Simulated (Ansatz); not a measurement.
Take Al2Au (space group Fm-3m, No. 225; a = 6.061 Å; relaxed with 0.1 eV smearing) as the base. Axes: x, y, z lie along the cube axes.

Level of theory: PBE (Ansatz, a program for electronic structure; PAW; 420 eV plane waves; spin-orbit coupling left out).

Modification: an isotropic linear strain of +1.00 %; the atoms relax in the strained cell.

Task: Predict the stress tensor and what it implies for the stiffness.

Result: Stress of the strained cell less that of the base (GPa, compression positive):
```
   -2.9     0.0     0.0
    0.0    -2.9     0.0
    0.0     0.0    -2.9
```

Then B = −ΔP/(ΔV/V₀) with ΔV/V₀ = 0.0303 gives secant stiffness values (nonlinear terms included at this strain): B ≈ 96 GPa.

As a check, the harmonic strain energy −½ V₀ Δσ:ε is 5.0 meV/atom; the computed energy rise is 5.2 meV/atom.

Stability against distortions was not tested.
